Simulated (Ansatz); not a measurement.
Cell and atoms of amorphous Si₂₄O₅₀Ce:

```xyz
75
Lattice="10.6612 0.1072 -0.3910 0.1072 10.1108 0.1808 -0.3910 0.1808 10.5193" Properties=species:S:1:pos:R:3 pbc="T T T"
Si     2.2361     1.5672     9.8755
Si     9.8470     1.0647     9.8992
Si     6.0047     9.2360     9.6793
Si     0.9721     2.0932     5.2292
Si     6.4260     7.8627     1.8134
Si     7.9566     5.3086     1.8619
Si     7.1009     1.8109     8.7928
Si     2.0500    10.1836     7.4965
Si     6.4171     7.5296     7.1460
Si     0.1113     5.0815     2.4228
Si     6.6155     1.7060     5.7253
Si     7.8015     3.1396     3.6915
Si     3.9329     8.4127     5.7044
Si     3.2944     4.5158     9.5150
Si     6.2702     9.6756     3.9275
Si     8.5740     6.8634     6.6044
Si     3.8604     8.8712     0.5985
Si     5.2870     2.0612     2.2904
Si     6.2543     3.6379    -0.0442
Si    -0.1650     8.3999     8.9237
Si    10.2493     2.0626     2.2323
Si     3.9687     2.8863     4.5714
Si    -0.0523     4.9082     5.5474
Si     1.7848     6.5150     0.2620
O      0.6127     1.5926     9.8778
O      5.5089     2.4092     0.7404
O      6.3413     0.6682     9.6632
O      2.8631     7.3901     5.1060
O      3.5940     4.4502     7.9313
O      3.8457     2.3665     3.0137
O      9.6107     7.8933     7.3149
O      1.1081     5.3580     6.5652
O      1.2026     9.0125     8.2569
O      2.5728     7.8981     0.6001
O      4.8326     8.2715     1.7802
O      6.3684     3.2353     9.0462
O      9.2337     5.7251     5.6840
O      6.6732     6.2766     1.9943
O      2.6711     1.0614     8.3864
O      4.3196     4.4599     4.6800
O      7.1166     8.2652     0.3909
O     10.1699     0.9780     1.0158
O      8.6548     1.9572     9.2463
O      7.3846     6.2745     7.6595
O      2.2733     5.7252     9.8409
O      6.2994     3.0256     3.1060
O      4.3876     8.9823     9.7578
O      1.3629     5.7299     1.6195
O      5.0198     2.0018     5.4788
O      3.2143     0.3252     0.4932
O      4.9539     9.0848     4.6698
O      0.6706     1.4608     3.7523
O      9.7900     9.6687     9.4524
O      6.9469     1.3765     7.2532
O      7.5595     4.1886     0.7480
O      7.4222     7.8244     5.8569
O      0.0078     3.4646     2.1176
O      6.4777     8.7195     8.2289
O      3.2698     9.5595     6.6280
O      5.6596     0.5201     2.5247
O      2.7184     3.0979    10.1025
O      0.1004     7.1363     9.9083
O      0.9249     0.9152     6.3494
O      7.6222     2.9232     5.2916
O      7.0374     0.4157     4.8130
O      4.7079     4.9365    10.2564
O      4.8487     7.3421     6.6926
O      2.4645     2.7909     5.2544
O      8.2621     4.6483     3.3337
O      7.1194     8.5483     3.1224
O     -0.1419     3.2571     5.5525
O      8.7791     2.0785     2.9440
O      9.4111     5.9488     1.4879
O      0.3618     5.3534     4.0183
Ce     3.1623     5.4813     6.1313
```

Method: PBE, scalar-relativistic without spin-orbit coupling (plane waves to 420 eV, PAW; Ansatz, a quantum-chemistry and plane-wave program).

A CHGNet melt-quench gave the starting glass, which DFT then relaxed. O atoms were pushed apart under 1.9 Å during the dynamics, to hinder bonds among them. The hot cell started wider than the set density and was brought back towards it in steps. It is the lowest in DFT energy of 3 quenches. It is a model cell: composition and starting density were chosen by hand, and all elements were melted together. No dispersion term was used. Its density started from a set value of 2.37 and ended at 2.37 g/cm³. The quench (nominally 320 K/ps over its main leg) was far faster than any real one, so the model tends to hold more defects than a real film. A cell of this size samples the disorder only roughly. The volume was held where the preparation left it and the shape relaxed, at a PBE pressure of 2.3 GPa. Stress components on the final sampling reach 2.3 GPa.

Cut-offs for bonds: Si-Si 2.60 Å, Si-O 1.90 Å, Si-Ce 3.47 Å, O-O 1.58 Å, O-Ce 2.97 Å, Ce-Ce 4.49 Å. Two cations that share two anions don't count as bonded, nor two that share one unless they lie closer than Si-Si 2.38 Å, Si-Ce 3.37 Å, Ce-Ce 4.37 Å.

Task: Give the coordination numbers, mean bond lengths and angles.

Result: 
```
Quantity                                                                                    Value
---------------------------------  --------------------------------------------------------------
Mean coordination of Si by anions  4.00 (24 with 4); 1 close contacts or bonds to cations besides
Mean coordination of O                                                 2.04 (48 with 2, 2 with 3)
Mean coordination of Ce by anions   6.00 (1 with 6); 1 close contacts or bonds to cations besides
Mean Si-O bond                                               1.632 Å (spread 0.019 Å, 96 counted)
Mean O-Ce bond                                                2.336 Å (spread 0.306 Å, 6 counted)
Bond angle at Si                                                         mean 108.8°, spread 8.3°
Bond angle at O                                                         mean 132.9°, spread 18.1°
Bond angle at Ce                                                         mean 98.8°, spread 31.8°
```

Task: Which atoms depart from the most common coordination of their element?

Result: Si23 has 5 (O32 1.61 Å, O37 1.64 Å, O74 1.65 Å, O71 1.65 Å, Ce75 3.32 Å); O67 has 3 (Si9 1.64 Å, Si13 1.72 Å, Ce75 2.57 Å); O68 has 3 (Si4 1.65 Å, Si22 1.65 Å, Ce75 2.91 Å).

Task: List the pairs of like atoms that count as bonded by the rules above.

Result: There are none by these rules.
